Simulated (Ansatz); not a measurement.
Take Ru in the hcp (Mg type) structure (space group P6_3/mmc, No. 194; a = 2.692 Å, c = 4.246 Å) as the base.

The change: every Ru is replaced by Co; the structure is relaxed again.

Levels (all Ansatz, a first-principles code, PAW): PBEsol (420 eV, no spin-orbit coupling); r2SCAN (500 eV, spin-orbit coupling left out).

The geometry is relaxed with PBEsol.

| Item | Result |
|---|---|
| PBEsol largest site moment | 1.64 μB |
| PBEsol magnetic state | ferromagnetic |
| PBEsol pressure | 0.0 GPa |

Task: How does going to r2SCAN change the largest site moment, magnetic state and pressure?

Result: The largest site moment increases by 0.23 μB (1.64 μB → 1.87 μB); the magnetic state is still ferromagnetic; the pressure goes from zero to 6.0 GPa.

Other magnetic orders, which the real material may have, were not ruled out. Single points use the geometry relaxed with PBEsol. Their cutoffs differ, which shifts pressures a little. Stability against distortions was not tested. Spin-polarised in the final run: PBEsol Co and r2SCAN Co; the other runs are not.
